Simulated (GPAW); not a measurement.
# How a calculation on AlCr2C (P6_3/mmc, 8 atoms in the cell) responds to its settings

```yaml
crystal:
  lattice:
    - [2.80900, 0.00000, 0.00000]
    - [-1.40450, 2.43266, 0.00000]
    - [0.00000, 0.00000, 12.52954]
  atoms:
    - { symbol: Al, position: [0.66667, 0.33333, 0.25000] }
    - { symbol: Al, position: [0.33333, 0.66667, 0.75000] }
    - { symbol: Cr, position: [0.33333, 0.66667, 0.41494] }
    - { symbol: Cr, position: [0.66667, 0.33333, 0.58506] }
    - { symbol: Cr, position: [0.66667, 0.33333, 0.91494] }
    - { symbol: Cr, position: [0.33333, 0.66667, 0.08506] }
    - { symbol: C, position: [0.00000, 0.00000, 0.50000] }
    - { symbol: C, position: [0.00000, 0.00000, 0.00000] }
```

Base run A: PBE, LCAO dzp, GPAW PAW datasets PBE (gpaw-data 1.0.1) (GPAW 25.7.0), self-consistent single point.

Its settings: mode = lcao; h = 0.2 Å; basis = dzp; xc = PBE; kpts = 7 7 2; mesh shift (steps) = 0 0 0; occupations.name = methfessel-paxton; occupations.width = 0.136 eV; occupations.order = 1; convergence.density = 1e-05 e/electron; symmetry.symmorphic = false; symmetry.tolerance = 0.0005; maxiter = 120.

The starting cell comes from a database of computed structures (which also holds hypothetical and non-ambient phases and stackings), without a prior relaxation at this level. Its lattice was rescaled by a random factor within 2.5 % of one. Spin polarisation is off. Values carry the incompleteness of an atom-centred basis.

Runs:
- B: xc: PBE → LDA; potentials: GPAW PAW datasets LDA (gpaw-data 1.0.1) [LDA (Perdew-Wang 92), LCAO dzp]
- C: xc: PBE → PBEsol; potentials: GPAW PAW datasets PBEsol (made by gpaw-setup) [PBEsol, LCAO dzp]
- D: xc: PBE → RPBE; potentials: GPAW PAW datasets RPBE (gpaw-data 1.0.1) [RPBE, LCAO dzp]
- E: xc: PBE → revPBE; potentials: GPAW PAW datasets revPBE (gpaw-data 1.0.1) [revPBE, LCAO dzp]
- F: xc: PBE → BLYP; potentials: GPAW PAW datasets BLYP (made by gpaw-setup) [BLYP, LCAO dzp]
- G: xc: PBE → PW91; potentials: GPAW PAW datasets PW91 (made by gpaw-setup) [PW91, LCAO dzp]

### Question
What does run E change against A?

### Answer
The largest force goes from 0.830 to 0.955 eV/Å.

### Question
What does run F change against A?

### Answer
The largest force goes from 0.830 to 1.009 eV/Å.

```
run  largest force (eV/Å)
---  --------------------
A                   0.830
B                   0.217
C                   0.545
D                   0.997
E                   0.955
F                   1.009
G                   0.800
```
